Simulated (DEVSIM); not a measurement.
Device: Schottky contact on p-type CdTe, at 400 K.

```tsv
layer (left to right)	material	thickness (μm)	Na (cm⁻³)	τn (s)	τp (s)
1	CdTe	3.10	7e15	3.6e-11	1.2e-9
```

Left contact: Schottky, work function 4.82 eV, emission velocity 7.1e6 cm/s. Right contact: ohmic. Voltage is applied to the left contact. Recombination: SRH at mid-gap, radiative. Mobility is constant in doping.

The device is made up for the run: typed textbook-type constants, with dimensions and the other settings drawn at random. Values at 300 K; Nc and Nv go as T^1.5, mobilities as T to minus their exponent, the gap by Varshni's rule with the affinity fixed.

```csv
parameter,CdTe
gap (eV),1.5
affinity (eV),4.28
permittivity,10.2
Nc (cm⁻³),8e17
Nv (cm⁻³),1.8e19
μn (cm²/Vs),1000
μp (cm²/Vs),80
T exponent of μn,1.7
T exponent of μp,1.5
B (cm³/s),1e-10
Varshni α (eV/K),0.00031
Varshni β (K),108
```

DEVSIM, 1D drift-diffusion, Boltzmann statistics, complete ionisation; no tunnelling, impact ionisation, image-force lowering or self-heating. Metal contacts follow the ideal Schottky-Mott rule: no Fermi-level pinning, no interface dipoles.

Task: Tabulate band edges, carrier densities and field at zero bias.

Result: Energies count from the Fermi level of the right contact; mesh points crowd at the junctions.

```
x (μm)   Ec (eV)  Ev (eV)  n (cm⁻³)  p (cm⁻³)  field (V/cm)
-------  -------  -------  --------  --------  ------------
0.000      0.540   -0.931    1.9e11     5.2e7         39000
0.01063    0.581   -0.890    5.9e10     1.7e8         38000
0.02588    0.637   -0.834    1.2e10     8.6e8         36000
0.04778    0.712   -0.759     1.3e9     7.6e9         33000
0.09249    0.847   -0.624     2.6e7    3.9e11         27000
0.1434     0.971   -0.500    720000    1.4e13         21000
0.2165     1.093   -0.378     21000    4.8e14         12000
0.3657     1.177   -0.294      1800    5.5e15          1500
0.5357     1.185   -0.286      1500    6.9e15            66
0.7797     1.185   -0.286      1400    7.0e15           ≈ 0
1.130      1.185   -0.286      1400    7.0e15           ≈ 0
1.837      1.185   -0.286      1400    7.0e15           ≈ 0
2.227      1.185   -0.286      1400    7.0e15           ≈ 0
2.499      1.185   -0.286      1400    7.0e15           ≈ 0
2.739      1.185   -0.286      1400    7.0e15           ≈ 0
2.856      1.185   -0.286      1400    7.0e15           ≈ 0
2.937      1.185   -0.286      1400    7.0e15           ≈ 0
2.994      1.185   -0.286      1400    7.0e15           ≈ 0
3.044      1.185   -0.286      1400    7.0e15           ≈ 0
3.068      1.185   -0.286      1400    7.0e15           ≈ 0
3.085      1.185   -0.286      1400    7.0e15           ≈ 0
3.100      1.185   -0.286      1400    7.0e15           ≈ 0
```
